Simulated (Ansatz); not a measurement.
Start from CdS in the zinc blende structure (space group F-43m, No. 216; a = 5.824 Å). Axes: x, y, z lie along the cube axes.

One thing is altered: compressive biaxial strain of 1.04 % in the plane normal to [001], as in epitaxy on a mismatched substrate; the out-of-plane cell vector and the atoms relax.

Levels (all Ansatz, a program for electronic structure, PAW): PBEsol (420 eV, scalar-relativistic without spin-orbit coupling); r2SCAN (500 eV, no spin-orbit coupling); HSE06 (420 eV, no SOC).

At the geometry relaxed with PBEsol, these levels gave the following band gaps, in shuffled order: (a) 2.16 eV, (b) 1.00 eV, (c) 1.59 eV.

Task: Match each gap to its level.

Result: (a) HSE06; (b) PBEsol; (c) r2SCAN.

Single points use the geometry relaxed with PBEsol. Stability against distortions was not tested.
